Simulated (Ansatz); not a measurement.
The starting structures come from a database of crystals and need not be the phases stable at ambient conditions.

```yaml
crystal:
  lattice:
    - [3.90929, 0.00000, 0.00000]
    - [0.00000, 3.90929, 0.00000]
    - [0.00000, 0.00000, 5.52212]
  atoms:
    - { symbol: Zn, position: [0.50000, 0.00000, 0.76306] }
    - { symbol: Zn, position: [0.00000, 0.50000, 0.23694] }
    - { symbol: Se, position: [0.00000, 0.00000, 0.50000] }
    - { symbol: S, position: [0.50000, 0.50000, 0.00000] }
```

Space group of this cell: P-4m2. The cell is taken as given.

The current runs along the normal of the first two printed vectors, the (001) plane. All runs by Ansatz (a program for electronic structure), plane waves and PAW, without spin-orbit coupling; the base is r2SCAN.

| run | mean pressure (GPa) | gap (eV) | mid-gap κ (1/Å) |
|---|---|---|---|
| base | 0.0 | 2.17 | 0.154 |
| all lengths scaled by 0.98 | 5.0 | ? | ? |
| all lengths scaled by 1.02 | -3.7 | 1.92 | 0.140 |
| lda in place of r2scan | -3.6 | 1.37 | 0.105 |
| lengths across the current scaled by 0.98, ions clamped | 3.2 | ? | ? |
| lengths across the current scaled by 1.02, ions clamped | -2.6 | 2.02 | 0.143 |
| lengths along the current scaled by 0.97, ions clamped | 2.3 | 2.28 | 0.158 |
| lengths along the current scaled by 1.03, ions clamped | -2.0 | 2.00 | 0.148 |
| pbesol in place of r2scan | -1.2 | ? | ? |

Question: What belongs in the gaps?

Answer: 
- all lengths scaled by 0.98, gap (eV): 2.42
- all lengths scaled by 0.98, mid-gap κ (1/Å): 0.167
- lengths across the current scaled by 0.98, ions clamped, gap (eV): 2.30
- lengths across the current scaled by 0.98, ions clamped, mid-gap κ (1/Å): 0.164
- pbesol in place of r2scan, gap (eV): 1.49
- pbesol in place of r2scan, mid-gap κ (1/Å): 0.113
